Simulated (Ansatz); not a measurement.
Candidates (primitive cells; geometry: relaxed with this functional, without spin-orbit coupling):
A. MgB2 (P6/mmm), a = b = 3.066 Å, c = 3.489 Å, α = β = 90.00°, γ = 120.00°
B. NbC (Fm-3m), a = b = c = 3.146 Å, α = β = γ = 60.00°
C. Lu (P6_3/mmc), a = 3.442 Å, b = 3.442 Å, c = 5.343 Å, α = 90.00°, β = 90.00°, γ = 120.00°
D. PtGa$_{2}$ (Fm-3m), a = b = c = 4.1863 Å, α = β = γ = 60.00°

Task: Order them by Tc at μ* = 0.13 (highest first) at the level PBEsol, DFPT electron-phonon coupling, linearised Boltzmann equation run with Ansatz (a quantum-chemistry and plane-wave program).

Result: A (27 K), B (11.9 K), D (1.92 K), C (1.38 K)

Metals; harmonic phonons. Tc is from the anisotropic Migdal-Eliashberg equations; μ* is a chosen number, and for metals of groups 4 to 10 Tc can lie well above the measured one. Halving the electron mesh moves these values by up to 3 %; q meshes are mostly untested. Some of the runs warned that the eigensolver left states short of its tolerance. Spin-orbit coupling is left out.

Formula and space group known from diffraction (Crystallography Open Database), not checked to be the room-temperature form: PtGa2 (Fm-3m). The missing spin-orbit coupling matters most for Lu (P6_3/mmc), PtGa2 (Fm-3m).
